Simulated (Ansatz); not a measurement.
## Pressure series in KF

The reference is KF in the rock salt structure (space group Fm-3m, No. 225; a = 5.4207 Å).

Cell and atoms are relaxed at each pressure.

The values are results of PBE (Ansatz, a first-principles code; PAW; 420 eV plane waves; no SOC), not measurements.

Candidates:
(a) pressure 0.7 GPa
(b) pressure −1 GPa
(c) pressure 0.3 GPa
(d) pressure 1.5 GPa
(e) pressure 10 GPa

Before the change:

* **Band gap**: 5.96 eV

Problem. Order them by band gap, highest first.

Solution. (e) pressure 10 GPa (7.14 eV), (d) pressure 1.5 GPa (6.20 eV), (a) pressure 0.7 GPa (6.08 eV), (c) pressure 0.3 GPa (6.01 eV), (b) pressure −1 GPa (5.78 eV)

Load acts through the strain it causes; cell and atoms are relaxed under it. No phonon test of stability was made. No other phases were tried under pressure.
